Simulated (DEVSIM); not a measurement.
Structure: Schottky contact on n-type Si, at 300 K.

| layer (left to right) | material | thickness (μm) | Nd (cm⁻³) | τn (s) | τp (s) |
|---|---|---|---|---|---|
| 1 | Si | 5.60 | 2.4e15 | 1.2e-7 | 1.2e-7 |

Left contact: Schottky, work function 4.69 eV, emission velocity 3.7e6 cm/s. Right contact: ohmic. Voltage is applied to the left contact. Recombination: SRH at mid-gap, radiative. Gap narrowing is on: ΔEg = 6.92 meV × (l + √(l² + 0.5)), l = ln(N/1.3e17 cm⁻³), shared equally by both band edges. Mobility is constant in doping.

The device is made up for the run: typed textbook-type constants, with dimensions and the other settings drawn at random. Values at 300 K.

| parameter | Si |
|---|---|
| gap (eV) | 1.124 |
| affinity (eV) | 4.05 |
| permittivity | 11.7 |
| Nc (cm⁻³) | 2.86e19 |
| Nv (cm⁻³) | 3.1e19 |
| μn (cm²/Vs) | 1417 |
| μp (cm²/Vs) | 470 |
| B (cm³/s) | 4.7e-15 |

Simulated with DEVSIM: 1D drift-diffusion, Boltzmann statistics, complete ionisation; no tunnelling, impact ionisation, image-force lowering or self-heating. Metal contacts follow the ideal Schottky-Mott rule: no Fermi-level pinning, no interface dipoles.

Q: Tabulate band edges, carrier densities and field at zero bias.

A: Energies count from the Fermi level of the right contact; mesh points crowd at the junctions.

```tsv
x (μm)	Ec (eV)	Ev (eV)	n (cm⁻³)	p (cm⁻³)	field (V/cm)
0.000	0.640	-0.484	5.1e8	2.3e11	-17000
0.01208	0.620	-0.504	1.1e9	1.1e11	-16000
0.03243	0.588	-0.536	3.8e9	3.1e10	-15000
0.06068	0.546	-0.578	1.9e10	6.1e9	-14000
0.1195	0.468	-0.656	3.9e11	3.0e8	-12000
0.2000	0.382	-0.742	1.1e13	1.1e7	-9200
0.3118	0.302	-0.822	2.4e14	490000	-5200
0.5679	0.247	-0.877	2.1e15	57000	-460
0.8633	0.243	-0.881	2.4e15	49000	-15
1.306	0.243	-0.881	2.4e15	49000	≈ 0
1.969	0.243	-0.881	2.4e15	49000	≈ 0
3.317	0.243	-0.881	2.4e15	49000	≈ 0
4.085	0.243	-0.881	2.4e15	49000	≈ 0
4.638	0.243	-0.881	2.4e15	49000	≈ 0
5.041	0.243	-0.881	2.4e15	49000	≈ 0
5.251	0.243	-0.881	2.4e15	49000	≈ 0
5.375	0.243	-0.881	2.4e15	49000	≈ 0
5.458	0.243	-0.881	2.4e15	49000	≈ 0
5.530	0.243	-0.881	2.4e15	49000	≈ 0
5.561	0.243	-0.881	2.4e15	49000	≈ 0
5.582	0.243	-0.881	2.4e15	49000	≈ 0
5.600	0.243	-0.881	2.4e15	49000	≈ 0
```
